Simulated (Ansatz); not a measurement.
## Effect of biaxial strain −1.25 %, plane normal [111], relaxed out of plane on Pd

The parent structure is Pd in the fcc (Cu type) structure (space group Fm-3m, No. 225; a = 3.910 Å; relaxed with 0.1 eV smearing). Axes: x, y, z lie along the cube axes.

The change: compressive biaxial strain of 1.25 % in the plane normal to [111], as in epitaxy on a mismatched substrate; the out-of-plane cell vector and the atoms relax.

Calculations: r2SCAN, PAW, 500 eV (Ansatz, an electronic-structure program; without spin-orbit coupling). Γ-centred 29×29×29 mesh, Fermi–Dirac width 0.1 eV.

* **Volume per atom**: 14.75 Å³ (base 14.95 Å³)
* **Space group**: R-3m (No. 166) (base Fm-3m (No. 225))
* **Shortest interatomic distance**: 2.731 Å (base 2.765 Å)
* **Energy relative to the base (free energy F)**: +4.4 meV/atom
* **Band gap**: zero (base zero)
* **Out-of-plane strain**: +1.21 %
* **Ratio −ε⊥/ε∥**: 0.97

No phonon test of stability was made. The final runs are not spin-polarised. Pd has a high density of states at the Fermi level and may be magnetic at this level.
